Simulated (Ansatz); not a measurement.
C on the 1x1 (111) surface of fcc Au (the real clean face reconstructs), one in a 2x2 cell, energies for each (29.9 Å²). Energies are against an atom of graphite, without zero-point or thermal terms; each row is named by its start.

These are PBE (plane waves to 420 eV, PAW; Ansatz, an electronic-structure program) values and carry that method's errors.

**Question.** Which site binds most strongly?
(A) top Au
(B) hollow Au-Au-Au over Au at depth 4.8 Å
(C) hollow Au-Au-Au over Au at depth 2.4 Å

**Answer.** B, hollow Au-Au-Au over Au at depth 4.8 Å. Adsorption energies: hollow Au-Au-Au over Au at depth 4.8 Å 3.37 eV; hollow Au-Au-Au over Au at depth 2.4 Å 3.56 eV; top Au 5.44 eV.
